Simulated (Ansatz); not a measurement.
The parent structure is HfC in the rock salt structure (space group Fm-3m, No. 225; a = 4.607 Å; relaxed with 0.1 eV smearing). Axes: x, y, z lie along the cube axes.

The values are results of Kohn–Sham DFT with the PBEsol functional, run in Ansatz (a program for electronic structure) with PAW and 420 eV plane waves, scalar-relativistic without spin-orbit coupling, not measurements.

Before the change:

| Property | Value |
|---|---|
| Band gap | zero |

Perturbation: the cell is stretched by 3.00 % along z with no lateral relaxation, atoms relaxed at fixed cell.

Task: Estimate the effect on the energy relative to the base, band gap and stress.

Result: The energy increases by 17 meV/atom; the band gap is still zero; the stress (xx, yy, zz, yz, xz, xy; compression positive) is (-2.9, -2.9, -13.8, 0.0, 0.0, 0.0) GPa.

The cells carry an imposed strain or load. No phonon test of stability was made. All final runs are without spin polarisation.
